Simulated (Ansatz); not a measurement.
## Sr₃Sn₂O₇ (model structure, started from the Sr3Ti2O7 type, I4/mmm, No. 139, 12 atoms in the cell)

The numbers are results of r²SCAN+rVV10 in Ansatz (plane waves, PAW), not measurements.

Run with plane-wave cutoff 560 eV, 12×12×12 k mesh, Fermi–Dirac smearing 0.01 eV, scalar-relativistic PAW data made under PBE.

Cell (relaxed at this level):

Space group I4/mmm (No. 139); a = 4.050 Å, b = 4.050 Å, c = 20.617 Å, α = 90.00°, β = 90.00°, γ = 90.00°

| atom | site | symmetry | x | y | z |
|---|---|---|---|---|---|
| Sr | 2b | 4/mmm | 0.0000 | 0.0000 | 0.5000 |
| Sr | 4e | 4mm | 0.0000 | 0.0000 | 0.3143 |
| Sn | 4e | 4mm | 0.0000 | 0.0000 | 0.0990 |
| O | 2a | 4/mmm | 0.0000 | 0.0000 | 0.0000 |
| O | 8g | 2mm. | 0.0000 | 0.5000 | 0.0969 |
| O | 4e | 4mm | 0.0000 | 0.0000 | 0.1981 |
(The calculation used a cell of 12 atoms; values per cell refer to that cell.)

```yaml
band_gap: 3.04 eV
smallest_direct_gap_on_the_k_points_sampled: 3.53 eV
```

Note: the relaxation could raise the start's symmetry but not lower it, so the cell can be a saddle point.

Spin–orbit coupling is not included.

The computed numbers hold no vibrational or temperature effects.

Cost on a shared machine: very roughly 5 core-minutes.

A model structure was made by putting elements into a prototype or built by hand; it is no filed structure, need not be a known phase, and can be a saddle point held by its symmetry.

Ansatz is an electronic-structure program.
